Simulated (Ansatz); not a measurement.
Take HfO2 in the fluorite structure (space group Fm-3m, No. 225; a = 5.001 Å) as the base. Axes: x, y, z lie along the cube axes.

Method: LDA (Ansatz, a quantum-chemistry and plane-wave program, PAW, without spin-orbit coupling).

Strains are applied to the cell and any free atomic positions relax; under biaxial strain the out-of-plane vector relaxes too.

One change was made to it. Results:

```json
[
 {"quantity": "volume per atom", "base": "10.42 Å³", "after": "10.26 Å³"},
 {"quantity": "band gap", "base": "3.66 eV", "after": "3.64 eV"},
 {"quantity": "energy relative to the base (free energy F)", "base": "0 meV/atom", "after": "+4.4 meV/atom"},
 {"quantity": "pressure (mean of the normal stresses, compression positive)", "base": "0.00 GPa", "after": "4.68 GPa"}
]
```

Which change produced these results?
A. biaxial strain −3.00 %, plane normal [001], relaxed out of plane
B. biaxial strain −1.00 %, plane normal [001], relaxed out of plane
C. biaxial strain −2.00 %, plane normal [001], relaxed out of plane
D. biaxial strain −2.50 %, plane normal [001], relaxed out of plane
E. biaxial strain +2.00 %, plane normal [001], relaxed out of plane

B, biaxial strain −1.00 %, plane normal [001], relaxed out of plane. For comparison, the band gap in the other runs: biaxial strain −3.00 %, plane normal [001], relaxed out of plane gives 3.29 eV; biaxial strain −2.00 %, plane normal [001], relaxed out of plane gives 3.49 eV; biaxial strain +2.00 %, plane normal [001], relaxed out of plane gives 3.35 eV; biaxial strain −2.50 %, plane normal [001], relaxed out of plane gives 3.39 eV.

With Hf present, leaving out spin-orbit coupling can change the band edges. Whether these cells are dynamically stable was not tested. This is not the structure that HfO2 has at room temperature and ambient pressure.
